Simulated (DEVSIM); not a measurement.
Structure: Si n+/n-/n+ resistor, at 300 K.

```tsv
layer (left to right)	material	thickness (μm)	Nd (cm⁻³)	τn (s)	τp (s)
1	Si	0.920	1.3e19	1.6e-5	1.6e-5
2	Si	2.40	1.9e13	1.6e-5	1.6e-5
3	Si	0.540	1.4e19	1.6e-5	1.6e-5
```

Left contact: ohmic. Right contact: ohmic. Voltage is applied to the left contact. Recombination: SRH at mid-gap. Mobility is constant in doping. Where it depends on doping, it is μmin + (μ − μmin)/(1 + (N/Nref)^α).

The device is made up for the run: typed textbook-type constants, with dimensions and the other settings drawn at random. Values at 300 K; Nc and Nv go as T^1.5, mobilities as T to minus their exponent, the gap by Varshni's rule with the affinity fixed. The table also holds parameters that only a changed run uses.

| parameter | Si |
|---|---|
| gap (eV) | 1.124 |
| affinity (eV) | 4.05 |
| permittivity | 11.7 |
| Nc (cm⁻³) | 2.86e19 |
| Nv (cm⁻³) | 3.1e19 |
| μn (cm²/Vs) | 1417 |
| μp (cm²/Vs) | 470 |
| μn,min | 52 |
| μp,min | 45 |
| Nref,n | 9.7e16 |
| Nref,p | 2.2e17 |
| αn | 0.68 |
| αp | 0.72 |
| T exponent of μn | 2.3 |
| T exponent of μp | 2.2 |
| Cn (cm⁶/s) | 2.8e-31 |
| Cp (cm⁶/s) | 9.9e-32 |
| Varshni α (eV/K) | 0.000473 |
| Varshni β (K) | 636 |

Model (solved in DEVSIM): 1D drift-diffusion, Boltzmann statistics, complete ionisation; no tunnelling, impact ionisation, image-force lowering or self-heating.

Base results: dark forward voltage at 100 A/cm² (V) 0.536.

Problem. What follows from this one change: doping Nd of layer 3 1.4e+19 → 4.2e+17 cm^-3?

Solution. dark forward voltage at 100 A/cm² 0.536 → 0.541 V.

Problem. What follows from this one change: temperature 300 → 400 K?

Solution. dark forward voltage at 100 A/cm² 0.536 → 0.770 V.
